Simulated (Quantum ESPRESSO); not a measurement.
Quantum ESPRESSO run on TiO2 (I4_1/amd, 6 atoms in the cell): zone-centre phonon calculation.

Level of theory: LDA (PZ), GBRV 1.5 ultrasoft (LDA) pseudopotentials (plane waves; Quantum ESPRESSO 7.5).

```yaml
crystal:
  lattice:
    - [1.88304, -1.88304, 4.73123]
    - [1.88304, 1.88304, 4.73123]
    - [-1.88304, -1.88304, 4.73123]
  atoms:
    - { symbol: Ti, position: [0.50000, 0.25000, 0.75000] }
    - { symbol: Ti, position: [0.00000, 0.00000, 0.00000] }
    - { symbol: O, position: [0.50000, 0.04200, 0.54200] }
    - { symbol: O, position: [0.00000, 0.79200, 0.79200] }
    - { symbol: O, position: [0.00000, 0.20800, 0.20800] }
    - { symbol: O, position: [0.50000, 0.45800, 0.95800] }
```

Reference input (self-consistent single point, DFT, LDA (PZ), plane waves, GBRV 1.5 ultrasoft (LDA) pseudopotentials): ecutwfc = 50 Ry; ecutrho = 400 Ry; occupations = smearing; smearing = fd; degauss = 0.00147 Ry; potentials = {Ti: ti_lda_v1.4.uspp.F.UPF, O: o_lda_v1.2.uspp.F.UPF}; K_POINTS = automatic 4 4 4 0 0 0; conv_thr = 1e-10 Ry. This run's input differs from it in these lines:

```diff
@@ -16,5 +16,4 @@
    ecutrho = 400,
-   occupations = 'smearing',
-   smearing = 'fd',
-   degauss = 0.00147,
+   occupations = 'fixed',
+   nbnd = 32,
 /
```

Step 2 (ph.x):

```fortran
phonons at the zone centre
&inputph
   prefix = 'TiO2',
   outdir = './out',
   tr2_ph = 1.0d-14,
   fildyn = 'dyn.G',
   epsil = .true.,
/
0.0 0.0 0.0
```

Step 3 (dynmat.x):

```fortran
&input
   fildyn = 'dyn.G',
   asr = 'crystal',
/
```

Log, with long lists cut:

Output of step 1:

```
     Self-consistent Calculation

     iteration #  1     ecut=    50.00 Ry     beta= 0.70

     negative rho (up, down):  3.016E-03 0.000E+00

     total energy              =    -367.79423443 Ry
     estimated scf accuracy    <       1.12609187 Ry

     iteration #  2     ecut=    50.00 Ry     beta= 0.70

     negative rho (up, down):  9.740E-04 0.000E+00

     total energy              =    -365.14070245 Ry
     estimated scf accuracy    <      22.92717077 Ry

     iteration #  3     ecut=    50.00 Ry     beta= 0.70

     negative rho (up, down):  1.043E-03 0.000E+00

     total energy              =    -368.45772822 Ry
     estimated scf accuracy    <       0.31392475 Ry

   [... 9 blocks of this kind left out ...]

     iteration # 13     ecut=    50.00 Ry     beta= 0.70

     negative rho (up, down):  1.274E-03 0.000E+00

     total energy              =    -368.43264227 Ry
     estimated scf accuracy    <          1.1E-09 Ry

     iteration # 14     ecut=    50.00 Ry     beta= 0.70

     negative rho (up, down):  1.274E-03 0.000E+00
     End of self-consistent calculation

     highest occupied, lowest unoccupied level (ev):     7.1105    9.2063

!    total energy              =    -368.43264227 Ry
     estimated scf accuracy    <          6.7E-11 Ry

     convergence has been achieved in  14 iterations

     negative rho (up, down):  1.274E-03 0.000E+00

     Forces acting on atoms (cartesian axes, Ry/au):

     atom    1 type  1   force =     0.00000000   -0.00000000   -0.00000000
     atom    2 type  1   force =    -0.00000000    0.00000000    0.00000000
     atom    3 type  2   force =     0.00000000    0.00000000   -0.00087568
     atom    4 type  2   force =    -0.00000000    0.00000000   -0.00087568
     atom    5 type  2   force =     0.00000000    0.00000000    0.00087568
     atom    6 type  2   force =     0.00000000   -0.00000000    0.00087568

     Total force =     0.001751     Total SCF correction =     0.000002

     negative rho (up, down):  1.274E-03 0.000E+00
          total   stress  (Ry/bohr**3)                   (kbar)     P=      -28.08
  -0.00022340   0.00000000   0.00000000          -32.86        0.00        0.00
   0.00000000  -0.00022340  -0.00000000            0.00      -32.86       -0.00
   0.00000000  -0.00000000  -0.00012589            0.00       -0.00      -18.52

   JOB DONE.
```

Output of step 2:

```
     Reading xml data from directory:

     ./out/TiO2.save/

     G-vector sticks info
     --------------------
     sticks:   dense  smooth     PW     G-vecs:    dense   smooth      PW
     Sum        2179    1087    357                61261    21557    4015

     negative rho (up, down):  1.274E-03 0.000E+00
     Reading collected, re-writing distributed wavefunctions in ./out/

     Number and degeneracy of irreps per q-point
       N         xq(1)         xq(2)         xq(3)   N irreps
       1   0.000000000   0.000000000   0.000000000      12
        1   1   1   2   2   2   1   1   1   2   2   2

     Calculation of q =    0.0000000   0.0000000   0.0000000

     phonons at the zone centre

     bravais-lattice index     =            7
   [... lines left out ...]

     Representation     5      2 modes -  To be done

     Representation     6      2 modes -  To be done

     Representation     7      1 modes -  To be done

     Representation     8      1 modes -  To be done

     Representation     9      1 modes -  To be done

     Representation    10      2 modes -  To be done

     Representation    11      2 modes -  To be done

     Representation    12      2 modes -  To be done

     Alpha used in Ewald sum =   2.8000

     negative rho (up, down):  1.274E-03 0.000E+00
     Electric Fields Calculation

      iter #   1   av.it.:   8.8
      thresh= 1.000E-02 alpha_mix =  0.700 |ddv_scf|^2 =  8.441E-08

      iter #   2   av.it.:  16.3
      thresh= 2.905E-05 alpha_mix =  0.700 |ddv_scf|^2 =  2.642E-07

   [... 4 blocks of this kind left out ...]

      iter #   7   av.it.:  15.4
      thresh= 2.203E-08 alpha_mix =  0.700 |ddv_scf|^2 =  7.129E-15

     End of electric fields calculation
          Dielectric constant in cartesian axis

          (       7.154917031      -0.000000000      -0.000000000 )
          (      -0.000000000       7.154917031       0.000000000 )
          (      -0.000000000       0.000000000       6.330623802 )

          Effective charges (d Force / dE) in cartesian axis without acoustic sum rule applied (asr)

           atom    1  Ti    Mean Z*:        6.37182
      Ex  (        6.66347        0.00000        0.00000 )
      Ey  (        0.00000        6.66347        0.00000 )
      Ez  (        0.00000        0.00000        5.78853 )
           atom    2  Ti    Mean Z*:        6.37182
      Ex  (        6.66347       -0.00000        0.00000 )
      Ey  (        0.00000        6.66347       -0.00000 )
      Ez  (       -0.00000        0.00000        5.78853 )
           atom    3  O     Mean Z*:       -3.20170
   [... lines left out ...]
     freq (   8-   9) =        227.6  [cm-1]   --> E_u  X_5' M_5'  I
     freq (  10-  10) =        345.5  [cm-1]   --> A_2u X_4' M_4'  I
     freq (  11-  11) =        384.1  [cm-1]   --> B_1g X_2  M_2   R
     freq (  12-  13) =        422.4  [cm-1]   --> E_u  X_5' M_5'  I
     freq (  14-  14) =        496.3  [cm-1]   --> B_1g X_2  M_2   R
     freq (  15-  15) =        521.4  [cm-1]   --> A_1g X_1  M_1   R
     freq (  16-  16) =        549.5  [cm-1]   --> B_2u X_3' M_3'
     freq (  17-  18) =        621.7  [cm-1]   --> E_g  X_5  M_5   R
   JOB DONE.
```

Output of step 3:

```
     diagonalizing the dynamical matrix ...

 q =      0.00000000     0.00000000     0.00000000
 **************************************************************************
     freq (    1) =      -0.000000 [THz] =      -0.000004 [cm-1]
 (  0.104270   0.000000    -0.394629   0.000000    -0.007906   0.000000   )
 (  0.104270   0.000000    -0.394629   0.000000    -0.007906   0.000000   )
 (  0.104270   0.000000    -0.394629   0.000000    -0.007906   0.000000   )
 (  0.104270   0.000000    -0.394629   0.000000    -0.007906   0.000000   )
 (  0.104270   0.000000    -0.394629   0.000000    -0.007906   0.000000   )
 (  0.104270   0.000000    -0.394629   0.000000    -0.007906   0.000000   )
     freq (    2) =       0.000000 [THz] =       0.000002 [cm-1]
   [... lines left out ...]
 ( -0.022760   0.000000     0.003699   0.000000    -0.000000   0.000000   )
 (  0.691764   0.000000     0.014607   0.000000     0.000000   0.000000   )
 (  0.089881   0.000000     0.112422   0.000000     0.000000   0.000000   )
 ( -0.691764   0.000000    -0.014607   0.000000    -0.000000   0.000000   )
 ( -0.089881   0.000000    -0.112422   0.000000     0.000000   0.000000   )
 **************************************************************************
```

The run converged in 14 iterations. 

Summary of the result:
| Quantity | Value |
|---|---|
| Free energy E − TS | -5012.7815 eV |
| Top of the valence band (on the code's own zero) | 7.11 eV |
| Gap on the k-point mesh | 2.10 eV |
| Pressure | -2.81 GPa |
| Largest force (vector length) | 0.023 eV/Å |
| Zone-centre frequencies (cm⁻¹; negative means imaginary) | 0, 0, 0, 135, 135, 156, 156, 227, 227, 345, 384, 423, 423, 496, 521, 549, 622, 622 |
| ε∞ at this k-point mesh, which may be far from converged in small-gap cells (xx, yy, zz) | 7.15, 7.15, 6.33 |
| Born charges at this mesh (mean of the diagonal, e) | Ti 6.38, Ti 6.38, O -3.19, O -3.19, O -3.19, O -3.19 |

The starting cell has typed, rounded lattice constants, without a prior relaxation at this level. Its lattice was rescaled by up to half a per cent. The frequencies listed for the zone centre hold no LO-TO term.
